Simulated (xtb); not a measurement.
xtb 6.7.1, GFN2-xTB: Ge(OH)3(nBu) (CCC[CH2][Ge]([OH])([OH])[OH]), 20 atoms. The geometry is a generated start, not checked to be a minimum at this level.

| Property | Value |
|---|---|
| run flags | --grad |
| method | GFN2-xTB |
| --acc | 1 (default) |
| --etemp (K) | 300 (default) |
| basis functions | 50 |
| valence electrons | 50 |

```xyz
20

C     -3.2264    -0.0599     0.2190
C     -1.9648    -0.6234    -0.4228
C     -0.7074     0.0675     0.1008
C      0.5507    -0.5339    -0.5089
Ge     2.2162     0.3515     0.1247
O      2.2359     1.9668    -0.5273
O      2.3991     0.5163     1.8514
O      3.7099    -0.4809    -0.3235
H     -4.1070    -0.5888    -0.1377
H     -3.3379     0.9953    -0.0204
H     -3.1791    -0.1601     1.3014
H     -1.9007    -1.6949    -0.2171
H     -2.0214    -0.4979    -1.5069
H     -0.7485     1.1319    -0.1358
H     -0.6655    -0.0262     1.1879
H      0.6123    -1.5978    -0.2733
H      0.5179    -0.4377    -1.5944
H      2.8656     2.5657    -0.1321
H      2.9467    -0.1539     2.2535
H      3.8043    -0.7399    -1.2384
```

One run each on 1 thread. Values of broydamp tried: 0.02, 0.05, 0.1, 0.2, 0.4 (default), 0.6, 0.8, 1.

Q: Which value of broydamp needs the fewest SCC iterations, and what happens away from it?

A: Fewest SCC iterations, within one of each other: 0.2 with 13, 0.4 (default) with 12, 0.6 with 12, 0.8 with 13. The count rises to 18 at 0.02. All converge to one solution.

```
broydamp       SCC iterations            end
-------------  --------------  -------------
0.02                       18  same solution
0.05                       16  same solution
0.1                        15  same solution
0.2                        13  same solution
0.4 (default)              12  same solution
0.6                        12  same solution
0.8                        13  same solution
1                          14  same solution
```
